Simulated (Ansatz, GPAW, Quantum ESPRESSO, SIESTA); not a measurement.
**W (Im-3m, 1 atom in the cell) computed with different codes at matched settings**

Relaxation of cell and atoms.

```yaml
crystal:
  lattice:
    - [-1.57771, 1.57771, 1.57771]
    - [1.57771, -1.57771, 1.57771]
    - [1.57771, 1.57771, -1.57771]
  atoms:
    - { symbol: W, position: [0.00000, 0.00000, 0.00000] }
```

Shared settings, as Ansatz (a quantum-chemistry and plane-wave program) writes them: kpoints.mp_grid.grid = 19 19 19; scf.occupations.method = gaussian; scf.occupations.width = 0.272 eV. Potentials and cutoffs stand in the table.

```csv
code,model,final volume (Å³/atom),cutoff
SIESTA,"GGA PBE, numerical atomic orbitals DZP, PseudoDojo PBE standard norm-conserving potentials (rewritten from UPF to PSML)",16.09,grid 400 Ry
GPAW,"PBE, GPAW PAW datasets PBE (gpaw-data 1.0.1)",16.12,550 eV
Quantum ESPRESSO,"PBE, SSSP 1.1.2 efficiency (PBE) pseudopotentials",15.95,40 Ry
Ansatz,"PBE, default PAW files",16.14,420 eV
```

On Ansatz's run: spin-orbit coupling is off. Spin polarisation is off.

The spread over the programs that give each value: final volume within 0.19 Å³/atom.

SIESTA uses small atom-centred bases, whose incompleteness enters pressures, forces and empty levels differently from a plane-wave cutoff. The programs treat the finite-basis stress differently while the cell relaxes: Ansatz adds an estimate of it.

The starting cell comes from a database of computed structures (which also holds hypothetical and non-ambient phases and stackings), without a prior relaxation at this level. Its lattice was rescaled by a random factor within 2.5 % of one.

Keys are those of Ansatz 0.2.
